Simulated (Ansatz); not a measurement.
Take Cs$_{2}$SnI$_{6}$ (space group Fm-3m, No. 225) as the base.

```xyz
9
Lattice="0.0000 5.7751 5.7751 5.7751 0.0000 5.7751 5.7751 5.7751 0.0000" Properties=species:S:1:pos:R:3 pbc="T T T"
Cs     2.8876     2.8876     2.8876
Cs     8.6627     8.6627     8.6627
Sn     0.0000     0.0000     0.0000
I      2.8700     5.7751     5.7751
I      8.6802     5.7751     5.7751
I      5.7751     2.8700     5.7751
I      5.7751     8.6802     5.7751
I      5.7751     5.7751     2.8700
I      5.7751     5.7751     8.6802
```

Level of theory: PBEsol, PAW, 420 eV (Ansatz, an electronic-structure program; without spin-orbit coupling).

For the base:

The lattice parameter a comes out as 11.550 Å.

The change: cell and atoms relaxed at a pressure of 1.5 GPa.

Problem. How does this affect the lattice parameter a?

Solution. The lattice parameter a shrinks by 0.353 Å (11.550 Å → 11.197 Å).

Load acts through the strain it causes; cell and atoms are relaxed under it. No phonon test of stability was made. The final runs are not spin-polarised.
